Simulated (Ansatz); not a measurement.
The starting structures come from a database of crystals and need not be the phases stable at ambient conditions.

 Where the default PAW files enter, the runs use the earlier of Ansatz's two default sets.

The decay constant κ of evanescent states in the gap governs leakage through a thin film.

Input:

```yaml
crystal:
  lattice:
    - [4.28285, 0.00000, 0.00000]
    - [0.00000, 6.05686, 0.00000]
    - [0.00000, 3.02843, 3.02843]
  atoms:
    - { symbol: Cs, position: [0.00000, 0.00000, 0.00000] }
    - { symbol: Au, position: [0.50000, 0.50000, 0.00000] }
```

Space group of this cell: Pm-3m, CsCl type. The cell is taken as given.

Transport runs along the normal of the first two printed cell vectors, the (110) plane of the conventional cell.

The gap is the functional's own. No spin-orbit coupling. Mid-gap values are interpolated on the energy grid.

Give the band gap and the smallest decay constant κ at mid-gap that r2SCAN in Ansatz (a first-principles code) yields.

Gap 1.33 eV on a 10×10×10 mesh; κ = 0.138 1/Å, at (0.500, 0.000) of the in-plane reciprocal vectors. At the zone centre, at the nearest computed energy, the slowest state has κ = 0.33 1/Å.
